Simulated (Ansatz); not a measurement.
Consider C in the diamond structure (space group Fd-3m, No. 227).

```xyz
2
Lattice="0.0000 1.7858 1.7858 1.7858 0.0000 1.7858 1.7858 1.7858 0.0000" Properties=species:S:1:pos:R:3 pbc="T T T"
C      0.0000     0.0000     0.0000
C      0.8929     0.8929     0.8929
```

Cartesian axes are those of the cell as printed.

Method: PBE, PAW, 420 eV (Ansatz, a quantum-chemistry and plane-wave program; without spin-orbit coupling).

The change: an isotropic linear strain of +0.50 %; the atoms relax in the strained cell.

Predict the stress tensor and what it implies for the stiffness.

Stress of the strained cell less that of the base (GPa, compression positive):
```
  -6.30    0.00    0.00
   0.00   -6.30    0.00
   0.00    0.00   -6.30
```

Then B = −ΔP/(ΔV/V₀) with ΔV/V₀ = 0.0151 gives secant stiffness values (nonlinear terms included at this strain): B ≈ 418 GPa.

Whether these cells are dynamically stable was not tested.
